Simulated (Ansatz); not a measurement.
The parent structure is ZrS2 in the CdI2 type structure (space group P-3m1, No. 164; a = 3.635 Å, c = 5.720 Å; layered, stacked along the Cartesian z axis). Axes: x lies along a and z along c of the hexagonal cell.

Calculations: PBE-D3(BJ), PAW, 420 eV (Ansatz, a program for electronic structure; no spin-orbit coupling).

Strains are applied to the cell and any free atomic positions relax; under biaxial strain the out-of-plane vector relaxes too.

One change was made to it. Results:

```json
[
 {"quantity": "band gap", "base": "0.66 eV", "after": "0.60 eV"},
 {"quantity": "pressure (mean of the normal stresses, compression positive)", "base": "0.00 GPa", "after": "1.10 GPa"}
]
```

Task: What was done to the base?
(A) biaxial strain +3.00 %, plane normal [001], relaxed out of plane
(B) biaxial strain −2.00 %, plane normal [001], relaxed out of plane
(C) biaxial strain +1.00 %, plane normal [001], relaxed out of plane
(D) biaxial strain −1.00 %, plane normal [001], relaxed out of plane

Result: D, biaxial strain −1.00 %, plane normal [001], relaxed out of plane. For comparison, the band gap in the other runs: biaxial strain −2.00 %, plane normal [001], relaxed out of plane gives 0.53 eV; biaxial strain +3.00 %, plane normal [001], relaxed out of plane gives 0.82 eV; biaxial strain +1.00 %, plane normal [001], relaxed out of plane gives 0.72 eV.

Semilocal Kohn–Sham gaps tend to fall short of experiment. Whether these cells are dynamically stable was not tested.
